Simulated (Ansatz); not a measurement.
BP (P6₃mc, No. 186, 4 atoms in the cell; start mp-1008559; a measured phase of this formula has another space group), treated with dielectric-dependent PBEsol hybrid in Ansatz (plane waves, PAW).

Numerical settings: plane-wave cutoff 460 eV, 9×9×6 k mesh (along the axes of the cell as run), Fermi–Dirac smearing 0.01 eV, scalar-relativistic PAW data made under PBE.

The cell is the one relaxed with PBEsol. Conventional cell: a = 3.1792 Å, b = 3.1792 Å, c = 5.2743 Å, α = 90.00°, β = 90.00°, γ = 120.00°.

```
BP
1.0
    3.17924     0.00000     0.00000
   -1.58962     2.75330     0.00000
    0.00000     0.00000     5.27427
B P
2 2
Direct
  0.66667   0.33333   0.50045
  0.33333   0.66667   0.00045
  0.66667   0.33333   0.87455
  0.33333   0.66667   0.37455
```

List the 10 lowest band energies at Γ above −25 eV (eV, relative to the valence band maximum), grouping those that round alike.

At Γ: -16.69, -13.25, -9.98, -2.25 (×2), -0.46, 0.00 (×2), 3.36 (×2).

Note: the run warned that its exchange threshold was loose for the stress; cell and atoms aren't relaxed at this level (pressure -0.7 GPa).

A start named mp-… is a Materials Project structure, which need not be a measured phase.

Ansatz is a quantum-chemistry and plane-wave program.
